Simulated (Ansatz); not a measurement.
Results of PBE (PAW; Ansatz, a first-principles code) for fluorite PtAl₂.

Settings: plane-wave cutoff 520 eV, 16×16×16 k mesh, Fermi–Dirac smearing 0.05 eV, scalar-relativistic PAW data made under PBE.

The volume scan:

```tsv
V (Å³/atom)	E − E_lowest (meV/atom)
16.469	28.47
16.820	12.18
17.170	2.93
17.520	0.00
17.871	2.73
18.221	10.52
18.572	22.85
```

Task: Estimate the bulk modulus and its pressure derivative from these points.

Result: V0 = 17.520 Å³/atom, B0 = 129 GPa, B′ = 4.5 (fit to the energies at full precision).

Spin–orbit coupling is not included.

Computed values are for the static lattice.
